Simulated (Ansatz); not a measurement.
Bi on the N site in metastable zinc-blende GaN (start: the N site; 64-site cell, 2×2×2 shifted sampling). Method: PBE, PAW (plane waves to 420 eV; Ansatz, a quantum-chemistry and plane-wave program). Total energies of the localised charge states, counted from that of charge +1, and their image corrections (point charge with alignment); the host's valence-band maximum lies at 9.238 eV on the cells' energy zero and its gap is 1.54 eV.

| charge | moment (μB) | E − E(first) (eV) | correction (eV) |
|---|---|---|---|
| +1 | 1.0 | 0.000 | 0.635 |
| 0 | not spin-polarised | 10.628 | 0.000 |

### Question
Derive the transition levels above the valence-band maximum and say which of them are thermodynamic.

### Answer
A level is the Fermi energy at which two charges have equal formation energy: ε(q/q′) = [E(q′) + corr(q′) − E(q) − corr(q)] / (q − q′) − E_VBM.
ε(+1/0) = [(10.628 + 0.000) − (0.000 + 0.635)] / 1 − 9.238 = 0.75 eV
Thermodynamic levels at least 0.1 eV inside the gap: (+1/0) at 0.75 eV. They hold to tenths of an eV in this cell. Only the charges listed were compared. At charge −1 the carrier sat in host band states, shallow at most.
